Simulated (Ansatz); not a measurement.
# Ansatz run on AgAu₃ (I4mm, 4 atoms in the cell): self-consistent single point

Level of theory: PBEsol, default PAW files made with PBE (plane waves; Ansatz, a program for electronic structure).

The input file:

Ansatz 0.2 input:
```yaml
# AgAu3
crystal:
  lattice:
    - [-2.046323, 2.046323, 4.141932]
    - [2.046323, -2.046323, 4.141932]
    - [2.046323, 2.046323, -4.141932]
  atoms:
    - { symbol: Ag, position: [0.006036, 0.006036, 0.000000] }
    - { symbol: Au, position: [0.750000, 0.250000, 0.500000] }
    - { symbol: Au, position: [0.250000, 0.750000, 0.500000] }
    - { symbol: Au, position: [0.500000, 0.500000, 0.000000] }
basis:
  ecutwfc: 420.0 eV
kpoints:
  mp_grid: { grid: [8, 8, 8] }
hamiltonian:
  xc: pbesol
  pseudopotentials: { kind: paw }
scf:
  occupations: { method: fermi_dirac, width: 0.1 eV }
output:
  forces: true
  eigenvalues: true
  stress: true
```

Output (repeated stretches shortened):

```
WARN ansatz: RAYON_NUM_THREADS=1 ignored (pool sized by the plan → 1); use --threads N
Pseudopotentials: kind: paw
Pseudopotential: Ag, paw, valence charge 19
Pseudopotential: Au, paw, valence charge 19
Crystal: 4 atoms, lattice volume = 69.376 Å³
Basis set: ecut = 420 eV, 1361 PW (Γ), exchange–correlation on 72×72×72 points (8 copies of the dense FFT grid, shifted against one another)
Bands: 46, of which v1, the nominal top of the filled ones, is band 38 counted from 1 (37 counted from 0)
Symmetry: 8 space group operations
Space group: I4mm (ITA 107), of the structure as read, at distance tolerance 4.1e-5 Å
k-points: 59 of 512 (time reversal used)
PAW frozen core: Ag, regenerated for the run's functional, and the local potential with it
PAW frozen core: Au, regenerated for the run's functional, and the local potential with it
Initial density: superposition of atomic densities (neutral atoms: chi_scale 0, normalization atom), corrected by the library's trained network
Initial wavefunctions: pseudopotential atomic-orbital guess
Eigensolver: davidson
Functional: x = pbesol(κ = 0.804, μ = 0.12345679012345678), c = pbesol(β = 0.046)
SCF iter   1: F=—  HF=-46543.714907 eV  |F-HF|=—  |Δ(HF+E_count)|=         —  Δρ=7.74e-3  dr2=4.05e-2  ethr=1.77e-3  ⟨swp⟩=5.9  Hψ=8808  notcnv=0  defer=48
all-band conjugate gradients solve this SCF's bands
preconditioner: auto → Kerker (q_TF=auto, 2.770 Å⁻¹)
SCF iter   2: F=—  HF=-46543.706652 eV  |F-HF|=—  |Δ(HF+E_count)|=   8.26e-3  Δρ=2.69e-3  dr2=4.61e-3  ethr=5.33e-5  ⟨swp⟩=2.6  Hψ=4754  notcnv=0  defer=63
SCF iter   3: F=—  HF=-46543.705367 eV  |F-HF|=—  |Δ(HF+E_count)|=   1.28e-3  Δρ=8.79e-4  dr2=3.57e-4  ethr=6.06e-6  ⟨swp⟩=2.0  Hψ=3400  notcnv=0  defer=63
SCF iter   4: F=—  HF=-46543.705318 eV  |F-HF|=—  |Δ(HF+E_count)|=   4.92e-5  Δρ=2.41e-4  dr2=2.82e-5  ethr=4.69e-7  ⟨swp⟩=2.0  Hψ=4336  notcnv=0  defer=63
SCF iter   5: F=—  HF=-46543.705309 eV  |F-HF|=—  |Δ(HF+E_count)|=   9.02e-6  Δρ=6.39e-5  dr2=2.92e-6  ethr=3.72e-8  ⟨swp⟩=2.6  Hψ=5151  notcnv=0  defer=63
SCF iter   6: F=—  HF=-46543.705308 eV  |F-HF|=—  |Δ(HF+E_count)|=   3.55e-7  Δρ=1.98e-5  dr2=5.01e-7  ethr=3.85e-9  ⟨swp⟩=2.6  Hψ=4570  notcnv=0  defer=63
SCF iter   7: F=-46543.705308 eV  HF=-46543.705308 eV  |F-HF|=2.63e-8  |Δ(HF+E_count)|=   1.03e-7  Δρ=7.70e-6  dr2=4.75e-8  ethr=1.32e-10  ⟨swp⟩=8.8  Hψ=10942  notcnv=0
SCF 1 converged in 7 iterations: F = -46543.705308 eV  dr2 = 4.75e-8
SCF converged after 7 iterations
Free energy (F): -46543.705308 eV
Harris-Foulkes:  -46543.705308 eV  (|F-HF|=2.63e-8)
Internal energy: -46543.668336 eV  (E = F + TS)
E sigma→0 (E₀):  -46543.686822 eV
Entropy (-TS):   -0.036972 eV (-9.243 meV/atom)
Fermi energy:    19.125744 eV
--- Per-component energies (eV) ---
  E_band       = -897.311206
  E_kinetic    = 2339.542736
  E_local      = -7419.587746  (includes V_loc(G=0)·N_el)
  E_nonlocal   = 315.464826
  E_hartree    = 3213.256384
  E_xc         = -862.675982
  E_vxc        = -1057.178287  (∫ρ·V_xc dr)
  E_paw        = -32531.703863  (= ΣΔE_a)
  E_vpaw       = -1502.076919  (= ΣTr[D̂ρ^β])
  E_aug_tail   = 0.004559  (compensation charges beyond the density's cutoff)
  E_ewald      = -11599.220426
  E_core_change = 1.251176  (= ΣΔE_core)
  E_smearing   = -0.036972  (= −TS)
  E_closure    = -0.000000  (closes the sum)
  Σ components = -46543.705308   (vs F -46543.705308, Δ=0.00e0)
--- Forces (eV/Å), atoms counted from 1 ---
  atom   1  Ag     0.00000000     0.00000000    -0.25516182
  atom   2  Au    -0.00000000     0.00000000     0.15127358
  atom   3  Au     0.00000000    -0.00000000     0.15127358
  atom   4  Au    -0.00000000     0.00000000    -0.04739260
  max |Σ_I F_I| component: 7.27e-6 eV/Å
--- Stress (GPa, compression-positive) ---
       -3.803661       0.000000       0.000000
        0.000000      -3.803661       0.000000
        0.000000       0.000000      -3.592934
  P = ⅓ Tr σ = -3.7334 GPa (-37.334 kbar)
  The stress holds the Pulay correction. Without it, at fixed plane waves, as pw.x and ABINIT print it: P = -3.7776 GPa
--- Band table (eV; the first three rows and the last of 59) ---
  k-point 0: bands = ["-86.2832", "-86.2750", "-86.2354", "-72.5603", "-37.7329", "-37.7303", "-37.7303", "-37.6626", "-37.6584", "-37.6584", "-37.6057", "-37.6057", "-37.5895", "-36.0704", "-36.0704", "-36.0624", "9.8684", "12.4210", "12.6826", [...]
  k-point 1: bands = ["-86.2825", "-86.2756", "-86.2355", "-72.5603", "-37.7431", "-37.7181", "-37.7143", "-37.6792", "-37.6648", "-37.6447", "-37.6153", "-37.6032", "-37.5916", "-36.0713", "-36.0703", "-36.0625", "10.2154", "12.6115", "12.8933", [...]
  k-point 2: bands = ["-86.2810", "-86.2769", "-86.2356", "-72.5603", "-37.7543", "-37.7006", "-37.6974", "-37.6906", "-37.6754", "-37.6321", "-37.6287", "-37.5985", "-37.5981", "-36.0724", "-36.0699", "-36.0627", "11.1610", "12.9696", "13.1264", [...]
  k-point 58: bands = ["-86.2826", "-86.2751", "-86.2359", "-72.5603", "-37.7456", "-37.7456", "-37.6821", "-37.6618", "-37.6396", "-37.6283", "-37.6283", "-37.6206", "-37.6206", "-36.0701", "-36.0701", "-36.0647", "11.8438", "12.2668", "12.4513", [...]
```

The run converged in 7 iterations.

The starting cell comes from a database of computed structures (which also holds hypothetical and non-ambient phases and stackings), without a prior relaxation at this level. Its lattice was rescaled by up to half a per cent. One atom was moved a little off its site on purpose. Spin-orbit coupling is off. With a pressure of about -4 GPa the cell is away from its equilibrium volume at this level. Ansatz's pressure includes its estimate of the finite-basis (Pulay) stress.
